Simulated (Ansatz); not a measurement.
The parent structure is Bi (space group R-3m, No. 166; a = 4.4724 Å, c = 11.2652 Å (hexagonal axes); relaxed with 0.1 eV smearing). Axes: x lies along a and z along c of the hexagonal cell.

All numbers come from Ansatz (a quantum-chemistry and plane-wave program), PBEsol-D3(BJ), PAW, cutoff 420 eV, spin-orbit coupling left out.

Before the change:

The band gap comes out as zero.

Now apply this change: the cell is stretched by 2.54 % along z with no lateral relaxation; the atoms relax in the strained cell.

Question: What happens to the largest internal atomic displacement, stress, energy relative to the base and band gap?

Answer: The largest internal atomic displacement comes out as 0.020 Å; the stress (xx, yy, zz, yz, xz, xy; compression positive) amounts to (-0.8, -0.8, -1.3, 0.0, 0.0, 0.0) GPa; the energy grows by 3.4 meV/atom; the band gap is still zero.

With Bi present, leaving out spin-orbit coupling can change the band edges. Stability against distortions was not tested.
